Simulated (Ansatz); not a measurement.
MgS in the rock salt structure (space group Fm-3m, No. 225)

MgS is taken in the cubic space group Fm-3m (No. 225), the rock salt structure, Pearson symbol cF8. Lattice parameters: a = 5.230 Å, b = 5.230 Å, c = 5.230 Å, α = 90.00°, β = 90.00°, γ = 90.00°. Mg on 4b sees 6 S at 2.615 Å (octahedral). S on 4a is surrounded by 6 Mg at 2.615 Å (octahedral). (Neighbours: up to the widest gap in distance over summed covalent radii, below 1.35, at either atom; cation-cation and far metal-metal contacts left out.)
(The calculation used a cell of 2 atoms; values per cell refer to that cell.)

Computed with Ansatz (a quantum-chemistry and plane-wave program), PBE, PAW, cutoff 420 eV, no spin-orbit coupling. Γ-centred 11×11×11 mesh, Fermi–Dirac width 0.05 eV.

| Quantity | Value |
|---|---|
| Volume per atom | 17.88 Å³ |
| Density | 2.62 g/cm³ |
| Band gap | 2.76 eV, indirect, Γ → X |
| Electron mass | 0.52 mₑ along k, 0.29 mₑ across |
| Hole mass (degenerate bands, along [100]) | 0.25, 0.97, 0.97 mₑ |
| Lowest conduction-band minima above the VBM | X along ⟨100⟩ 2.76 eV; Γ 3.60 eV |
| Total energy | -1414.374 eV/atom (σ→0; compares only within this code and set-up) |

Effective masses come from finite differences of ±0.01 Å⁻¹. Along k means along the line from Γ to the band edge. Stability against distortions was not tested. The base started in P3_121 and relaxed to Fm-3m at this level.
